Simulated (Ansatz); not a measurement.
Start from Ti in the hcp (Mg type) structure (space group P6_3/mmc, No. 194; a = 2.864 Å, c = 4.537 Å; relaxed with 0.1 eV smearing). Axes: x lies along a and z along c of the hexagonal cell.

Level of theory: LDA, PAW, 420 eV (Ansatz, a quantum-chemistry and plane-wave program; no spin-orbit coupling).

Perturbation: the cell is compressed by 1.50 % along z with no lateral relaxation; the atoms relax in the strained cell.

Predict the stress tensor and what it implies for the stiffness.

Stress of the strained cell less that of the base (GPa, compression positive):
```
    1.4     0.0     0.0
    0.0     1.4     0.0
    0.0     0.0     3.2
```

Then −Δσ_ii/ε with ε = -0.0150 gives secant stiffness values (nonlinear terms included at this strain): C33 ≈ 211 GPa, C13 ≈ 96 GPa and C23 ≈ 96 GPa.

Whether these cells are dynamically stable was not tested. All final runs are without spin polarisation.
